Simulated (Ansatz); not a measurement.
# Pressure series in MgO

The parent structure is MgO (space group P6_3/mmc, No. 194; a = 3.494 Å, c = 4.194 Å; a cell from a computed database, its experimental status unchecked).

Cell and atoms are relaxed at each pressure.

Levels (all Ansatz, a program for electronic structure, PAW): PBEsol (420 eV, without spin-orbit coupling); HSE06 (420 eV, spin-orbit coupling left out).

Band gaps by level, all at the geometries relaxed with PBEsol:

```csv
case,PBEsol,HSE06
base,3.27 eV,5.00 eV
pressure −1 GPa,3.24 eV,4.96 eV
pressure 0.3 GPa,3.29 eV,5.02 eV
pressure 0.7 GPa,3.30 eV,5.03 eV
pressure 1.5 GPa,3.33 eV,(withheld)
pressure 5 GPa,3.45 eV,(withheld)
pressure 7.5 GPa,3.53 eV,5.30 eV
pressure 10 GPa,3.61 eV,5.39 eV
```

**Question.** Some entries are withheld; estimate them.

**Answer.** 
- pressure 1.5 GPa, HSE06: 5.07 eV
- pressure 5 GPa, HSE06: 5.21 eV

Single points use the geometry relaxed with PBEsol. Load acts through the strain it causes; cell and atoms are relaxed under it. Whether these cells are dynamically stable was not tested. Competing high-pressure phases were not computed. This is not the structure that MgO has at room temperature and ambient pressure.
